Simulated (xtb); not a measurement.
xtb 6.7.1, GFN2-xTB: c1ccc2c(-c3ccc4c(c3)oc3ccccc34)c3ccccc3cc2c1, 43 atoms. The geometry is a generated start, not checked to be a minimum at this level.

```
Property                                                                                                       Result
------------------------  -------------------------------------------------------------------------------------------
method                                                                                                       GFN2-xTB
--acc                                                                                                     1 (default)
--etemp (K)                                                                                             300 (default)
detailed input (--input)  none: ANC optimiser, Lindh (1995) Hessian, microcycle=20, maxdispl=1.0, hlow=0.01 (default)
basis functions                                                                                                   124
valence electrons                                                                                                 126
```

The structure is relaxed from this start with --opt LEVEL for the levels crude, sloppy, loose, lax, normal, tight, vtight, extreme, once each. Up to the end of the extreme run atoms move by at most 0.12 Å along an axis.

Q: Choose the cheapest level whose final energy lies within 1 meV of that of extreme.

A: sloppy: 6 cycles against 15, ending 0.25 meV above.

```
level    cycles  energy above the extreme run (meV)  gradient norm (eV/Å)
-------  ------  ----------------------------------  --------------------
crude         4                                 6.2                  0.34
sloppy        6                                0.25                 0.085
loose         6                                0.25                 0.085
lax           7                               0.062                 0.055
normal        8                               0.031                 0.013
tight         9                               0.022                0.0068
vtight       14                          under 0.01                0.0018
extreme      15                                   —                0.0012
```
